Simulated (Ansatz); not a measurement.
Take MgS in the rock salt structure (space group Fm-3m, No. 225; a = 5.182 Å) as the base. Axes: x, y, z lie along the cube axes.

The values are results of plane-wave PAW DFT at the PBEsol level (Ansatz, a first-principles code, 420 eV), without spin-orbit coupling, not measurements.

The change: the cell is scaled by 0.9900 in all directions; the atoms relax in the strained cell.

Problem. Predict the stress tensor and what it implies for the stiffness.

Solution. Stress of the strained cell less that of the base (GPa, compression positive):
```
   2.50    0.00    0.00
   0.00    2.50    0.00
   0.00    0.00    2.50
```

Then B = −ΔP/(ΔV/V₀) with ΔV/V₀ = -0.0297 gives secant stiffness values (nonlinear terms included at this strain): B ≈ 84 GPa.

Stability against distortions was not tested.
